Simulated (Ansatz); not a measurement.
A computed series for hypothetical fluorite TeO2: pressure series

The parent structure is TeO2 in the fluorite structure (space group Fm-3m, No. 225; a hypothetical phase, not in the database extracts checked).

```
CELL_PARAMETERS angstrom
      0.00000     2.66763     2.66763
      2.66763     0.00000     2.66763
      2.66763     2.66763     0.00000
ATOMIC_POSITIONS crystal
  Te 0.00000 0.00000 0.00000
  O  0.25000 0.25000 0.25000
  O  0.75000 0.75000 0.75000
```

Cell and atoms are relaxed at each pressure.

Level of theory: r2SCAN (Ansatz, a quantum-chemistry and plane-wave program), no SOC.

```tsv
P (GPa)	V (Å³/atom)
-2.00	12.801
-1.01	12.727
1.79	12.534
4.20	12.378
9.01	12.097
18.01	11.646
30.00	11.156
45.00	10.658
60.01	10.249
```

Fit a third-order Birch–Murnaghan equation of state.

Least squares on P(V) = (3B₀/2)[(V₀/V)^(7/3) − (V₀/V)^(5/3)]·[1 + (3/4)(B₀′ − 4)((V₀/V)^(2/3) − 1)] gives V₀ = 12.66 Å³/atom, B₀ = 182 GPa and B₀′ = 4.2.

Load acts through the strain it causes; cell and atoms are relaxed under it. Whether these cells are dynamically stable was not tested. No other phases were tried under pressure.
